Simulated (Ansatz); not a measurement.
Results of r²SCANh (PAW; Ansatz, an electronic-structure program) for L1₀ (CuAu-type) CuAu.

Settings: plane-wave cutoff 520 eV, 10×10×8 k mesh (along the axes of the cell as run), Fermi–Dirac smearing 0.05 eV, no spin polarisation, scalar-relativistic PAW data made under PBE.

Computed at the level's own relaxed cell.

**Question.** Estimate the equilibrium lattice constant a (two-atom tetragonal cell) and lattice parameter c (two-atom tetragonal cell) that the calculation returns.

**Answer.** 
equilibrium lattice constant a (two-atom tetragonal cell): 2.889 Å
lattice parameter c (two-atom tetragonal cell): 3.484 Å

Measured, for comparison: lattice constant a 2.8 Å (temperature not stated, not corrected to a static lattice; as tabulated in Nepal et al. (2019), arXiv:1905.09348); lattice parameter c 3.67 Å (temperature not stated, not corrected to a static lattice; as tabulated in Mehl et al. (2016), arXiv:1607.02532). Computed (rounded) less measured: lattice constant a +3.2 %, lattice parameter c -5.1 %.

Note: the run has no spin polarisation, so it can have missed a magnetic state.

Spin–orbit coupling is not included; it can shift volumes and moduli of such heavy elements.

The computed numbers hold no vibrational or temperature effects.

The result took around 60 core-minutes (rough).
